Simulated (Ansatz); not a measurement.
BiFeO3 (P4mm, No. 99, 10 atoms in the cell; start mp-1069079; a measured phase of this formula has another space group), treated with PBEsol (PAW; Ansatz, a program for electronic structure).

Numerical settings: plane-wave cutoff 520 eV, 6×6×8 k mesh (along the axes of the cell as run), Fermi–Dirac smearing 0.01 eV, spin-polarised start, scalar-relativistic PAW data made under PBE.

Cell (relaxed with PBE-D3(BJ)):

BiFeO3 has the tetragonal space group P4mm (No. 99), Pearson symbol tP5. Lattice parameters: a = b = 3.711 Å, c = 4.803 Å, α = β = γ = 90.00°. Fe on 1a has 1 O at 1.838 Å and 4 O at 1.978 Å. Bi on 1b sees 4 O at 2.322 Å and 4 O at 2.769 Å. O1 on 1a sees 1 Fe at 1.838 Å and 4 Bi at 2.769 Å. O2 on 2c has 2 Fe at 1.978 Å and 2 Bi at 2.322 Å. (Neighbours: up to the widest gap in distance over summed covalent radii, below 1.35, at either atom; cation-cation and far metal-metal contacts left out.)
(The calculation used a cell of 10 atoms; values per cell refer to that cell.)

Q: Predict the band gap.

A: 
* **band gap**: 0.51 eV

Note: the magnetic order was assumed, not searched for or taken from measurement; cell and atoms aren't relaxed at this level (pressure -3.3 GPa).

Spin–orbit coupling is not included; with these elements it can move the gap by several tenths of an eV or more.

The result took very roughly 4 core-minutes.

A start named mp-… is a Materials Project structure, which need not be a measured phase.
